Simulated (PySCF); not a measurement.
PySCF 2.14.0, BP86/def2-svp, df: B(F)(Cl)(Br) (FB(Cl)Br), 4 atoms. The geometry is a generated start, not checked to be a minimum at this level.

```json
{
  "task": "energy",
  "method": "bp86",
  "basis": "def2-svp",
  "two_electron_scheme": "density fitting",
  "mol.max_memory": "3000 MB",
  "mf.max_cycle": "100",
  "mf.diis_space": "8 (default)",
  "mf.conv_tol": "1e-09 (default)",
  "mf.grids.level": "3 (default)",
  "basis_functions": "78",
  "grid_points": "67616"
}
```

```xyz
4

B     -0.0932    -0.0231    -0.0265
F     -1.1665    -0.7799    -0.1007
Cl    -0.1196     1.5307    -0.7483
Br     1.3793    -0.7277     0.8756
```

With the defaults (mf.DIIS = CDIIS, mf.diis = true, mf.damp = 0, mf.diis_start_cycle = 1, mf.level_shift = 0, mf.init_guess = minao, mf.diis_damp = 0) it converges in 12 Fock builds. One run each on 2 threads, 1 BLAS thread, with these changes:
- mf.DIIS = ADIIS
- mf.diis = false
- mf.DIIS = EDIIS
- mf.diis_damp = 0.3
- mf.level_shift = 0.3 Hartree
- mf.init_guess = 1e
- mf.level_shift = 1 Hartree
- mf.init_guess = mod_huckel
- mf.diis = false, mf.damp = 0.7, mf.diis_start_cycle = 999

Problem. Name the settings that don't reach the solution of the defaults.

Solution. No convergence: mf.DIIS = EDIIS; mf.diis = false (the run ends without SCF convergence in 100 cycles). The rest reach the solution of the defaults.

```csv
setting,Fock builds,end
mf.diis_damp = 0.3,11,same solution
the defaults,12,same solution
mf.init_guess = mod_huckel,14,same solution
mf.level_shift = 0.3 Hartree,15,same solution
mf.DIIS = ADIIS,19,same solution
"mf.diis = false, mf.damp = 0.7, mf.diis_start_cycle = 999",23,same solution
mf.init_guess = 1e,27,same solution
mf.level_shift = 1 Hartree,36,same solution
mf.DIIS = EDIIS,101,no convergence
mf.diis = false,101,no convergence
```
